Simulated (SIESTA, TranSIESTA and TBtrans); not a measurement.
# Pt chain with one S atom inserted

Device: Pt chain with one S atom inserted. Leads: straight Pt chain, spacing 2.4 Å. Geometry: 3 atoms about the centre moved by SIESTA (PBE, DZP) to a largest force of 0.01 eV/Å, all others as built, motion along the axis alone.

Computed with TranSIESTA and TBtrans, PBE, DZP numerical orbitals (energy shift 0.15 eV), PseudoDojo norm-conserving scalar-relativistic potentials, mesh cutoff 200 Ry, 300 K, spin-polarised (collinear), no spin-orbit coupling; self-consistent non-equilibrium Green functions.

Conductance at 300 K (G0 = 2e²/h): 2.56
Mean T from −0.5 to 0.5 eV: 2.49

Energies count from the leads' Fermi level. Transmissions are for each spin. The energy step is 0.01 eV; narrower resonances are cut or missed.

```tsv
E (eV)	T up	T down	lead channels up	down
-2.00	2.69	2.69	3	3
-1.80	2.60	2.60	3	3
-1.60	2.55	2.54	4	4
-1.40	2.52	2.52	4	4
-1.20	2.53	2.53	4	4
-1.00	2.57	2.57	band edge	band edge
-0.80	2.58	2.58	6	6
-0.60	2.59	2.59	6	6
-0.40	2.50	2.50	6	6
-0.20	2.55	2.56	4	4
0.00	2.56	2.56	4	4
0.20	2.55	2.55	4	4
0.40	2.29	2.30	3	3
0.60	1.91	1.91	3	3
0.80	0.48	0.48	1	1
1.00	0.46	0.46	1	1
1.20	0.45	0.45	1	1
1.40	0.44	0.44	1	1
1.60	0.43	0.43	1	1
1.80	0.43	0.43	1	1
2.00	0.42	0.42	1	1
```

A magnetic start was tried, and the separate lead runs end without a moment. The straight chain is held at its spacing; free chains may zigzag or dimerise. Spin-orbit coupling, left out here, matters for the heavy atoms.
